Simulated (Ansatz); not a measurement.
We consider cubic perovskite CsPbBr₃ (cubic high-temperature phase), described by PBE in Ansatz (PAW).

Settings: plane-wave cutoff 520 eV, 4×4×4 k mesh, scalar-relativistic PAW data made under PBE.

Cell (measured lattice):

```
CsPbBr3
1.0
    5.87400     0.00000     0.00000
    0.00000     5.87400     0.00000
    0.00000     0.00000     5.87400
Cs Pb Br
1 1 3
Direct
  0.00000   0.00000   0.00000
  0.50000   0.50000   0.50000
  0.50000   0.00000   0.50000
  0.00000   0.50000   0.50000
  0.50000   0.50000   0.00000
```

Task: Give the computed Voigt–Reuss–Hill shear modulus (Hill average), Young modulus and Voigt–Reuss–Hill bulk modulus.

Result: 
- Voigt–Reuss–Hill shear modulus (Hill average) = 9.23 GPa
- Young modulus = 24.7 GPa
- Voigt–Reuss–Hill bulk modulus = 25.4 GPa

Note: held by symmetry at 0 K, a high-temperature phase can be a saddle point; the cell isn't this level's own, so it is under some stress, which shifts stiffness and frequencies.

Elastic constants are with the ions relaxed.

Spin–orbit coupling is not included; it can shift volumes and moduli of such heavy elements.

Computing time: very roughly 80 core-seconds.

Ansatz is an electronic-structure program.
